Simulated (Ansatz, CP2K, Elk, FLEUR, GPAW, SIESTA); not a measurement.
**BaTiO3 (Pm-3m, 5 atoms in the cell) computed with different codes at matched settings**

Self-consistent single point.

```
BaTiO3
1.0
    4.06940     0.00000     0.00000
    0.00000     4.06940     0.00000
    0.00000     0.00000     4.06940
Ba Ti O
1 1 3
Direct
  0.50000   0.50000   0.50000
  0.00000   0.00000   0.00000
  0.50000   0.00000   0.00000
  0.00000   0.50000   0.00000
  0.00000   0.00000   0.50000
```

Shared settings, as Ansatz (an electronic-structure program) writes them: kpoints.mp_grid.grid = 4 4 4; scf.occupations.method = fixed. Potentials and cutoffs stand in the table.

```json
[
 {"code": "SIESTA", "model": "GGA PBEsol, numerical atomic orbitals DZP, PseudoDojo PBEsol standard norm-conserving potentials (rewritten from UPF to PSML)", "gap on the mesh (eV)": "1.587", "cutoff": "grid 300 Ry"},
 {"code": "GPAW", "model": "PBEsol, GPAW PAW datasets PBEsol (made by gpaw-setup)", "gap on the mesh (eV)": "1.620", "cutoff": "950 eV"},
 {"code": "Ansatz", "model": "PBEsol, default PAW files made with PBE", "gap on the mesh (eV)": "1.646", "cutoff": "default"},
 {"code": "Elk", "model": "PBEsol, all-electron FP-LAPW, Elk's shipped species files, APW+lo basis with extra local orbitals", "gap on the mesh (eV)": "1.657", "cutoff": "rgkmax 7.5"},
 {"code": "FLEUR", "model": "PBEsol, all-electron FLAPW (FLEUR), scalar-relativistic valence", "gap on the mesh (eV)": "1.630", "cutoff": "Kmax 4.6 1/bohr"},
 {"code": "CP2K", "model": "PBEsol, GPW, DZVP-MOLOPT-SR-GTH basis, GTH-PBE potentials (GTH_POTENTIALS)", "gap on the mesh (eV)": "1.525", "cutoff": "grid 600 Ry"}
]
```

Gaps are read on the mesh.

The spread over the programs that give each value: gap on the mesh within 0.132 eV.

SIESTA and CP2K use small atom-centred bases, whose incompleteness enters pressures, forces and empty levels differently from a plane-wave cutoff. Elk and FLEUR treat all electrons, but the usual bases taken here (sphere radii, linearisation, local orbitals, empty states) were not tested for convergence, so the values are no reference for the others. 

The starting cell comes from a database of computed structures (which also holds hypothetical and non-ambient phases and stackings), without a prior relaxation at this level. Its lattice was rescaled by a random factor within 2.5 % of one.

Left out of this page: ABINIT (with a known weakness of the program).

Keys are those of Ansatz 0.2.
